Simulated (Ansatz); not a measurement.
We consider C11b MoSi2, described by LDA in Ansatz (PAW).

Run with plane-wave cutoff 520 eV, 24×24×24 k mesh, Fermi–Dirac smearing 0.05 eV, no spin polarisation, scalar-relativistic PAW data made under PBE.

The cell is scaled about its equilibrium volume:

Shape and atoms are relaxed at each volume.

```csv
V (Å³/atom),P (GPa),c (Å),a (Å)
12.538,10.03,7.687,3.128
12.799,4.74,7.732,3.151
13.061,-0.01,7.777,3.174
13.322,-4.27,7.822,3.197
13.583,-8.09,7.866,3.219
```

Note: the bulk modulus comes from volumes at which shape and atoms were relaxed.

Ansatz is a first-principles code.
